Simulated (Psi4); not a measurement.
Psi4 1.11, B3LYP/def2-svp: Mo(O)(Cl)3(OMe) (C[O][Mo](=[O])([Cl])([Cl])[Cl]), 10 atoms. The geometry is a generated start, not checked to be a minimum at this level.

```
Quantity                                              Value
--------------------------  -------------------------------
task                                                 energy
method                                                b3lyp
basis                                              def2-svp
memory                                                 3 GB
maxiter                                                 100
keys of the molecule block                      symmetry c1
scf_type                                       df (default)
guess                        auto, which took SAD (default)
scf_initial_accelerator                     adiis (default)
e_convergence                               1e-06 (default)
d_convergence                               1e-06 (default)
dft_radial_points                              75 (default)
dft_spherical_points                          302 (default)
effective core potentials   those of the basis set, past Kr
basis functions                                         142
grid points                                          214242
```

```xyz
10

Mo    -1.0486    -0.5331     0.5752
O     -0.6199    -0.8780     2.1294
Cl    -3.1276    -1.2353     0.6654
Cl    -1.9321     1.6018     0.4887
Cl    -0.6413    -2.3879    -0.7405
O      0.3609     0.1508    -0.1533
C      1.5233     0.7056    -0.6467
H      1.6355     0.4596    -1.7102
H      1.4720     1.7974    -0.5300
H      2.3778     0.3191    -0.0779
```

Charge 0 and multiplicity 1 are set for this test and not shown to be the ground state.

One run each on 2 threads. Values of diis_max_vecs tried: 3, 6, 10 (default), 20.

Problem. Which value of diis_max_vecs needs the fewest SCF iterations, and what happens away from it?

Solution. Fewest SCF iterations, within one of each other: 6 with 13, 10 (default) with 12, 20 with 12. The run ends without SCF convergence in 100 iterations at 3.

| diis_max_vecs | SCF iterations | end |
|---|---|---|
| 3 | 100 | no convergence |
| 6 | 13 | same solution |
| 10 (default) | 12 | same solution |
| 20 | 12 | same solution |
